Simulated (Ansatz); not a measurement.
The parent structure is BiB in the zinc blende structure (space group F-43m, No. 216; a = 5.492 Å; a hypothetical phase, not in the database extracts checked).

The change: every Bi is replaced by N, then cell and atoms are relaxed.

Levels (all Ansatz, an electronic-structure program, PAW, earlier PAW set): r2SCAN (500 eV, spin-orbit coupling left out); HSE06 (420 eV, no spin-orbit coupling); HSE06+SOC (420 eV, with spin-orbit coupling).

One geometry, relaxed with r2SCAN, under each level:

The valence-band top lists the three highest levels at Γ (Kramers pairs under SOC), from the VBM.

```tsv
level	band gap	lowest conduction level above the VBM at special points	valence-band top at Γ
r2SCAN	4.99 eV	X 4.99 eV; U 7.53 eV; K 7.53 eV; Γ 9.58 eV	0.00, 0.00, 0.00 eV
HSE06	5.79 eV	X 5.79 eV; U 8.38 eV; K 8.38 eV; Γ 10.59 eV	–
HSE06+SOC	5.78 eV	X 5.78 eV; U 8.38 eV; K 8.38 eV; Γ 10.58 eV	0.00, 0.00, -0.02 eV
```

Single points use the geometry relaxed with r2SCAN. HSE06 gaps are upper bounds (no full band path). The spin-orbit shifts are approximate. Whether these cells are dynamically stable was not tested.
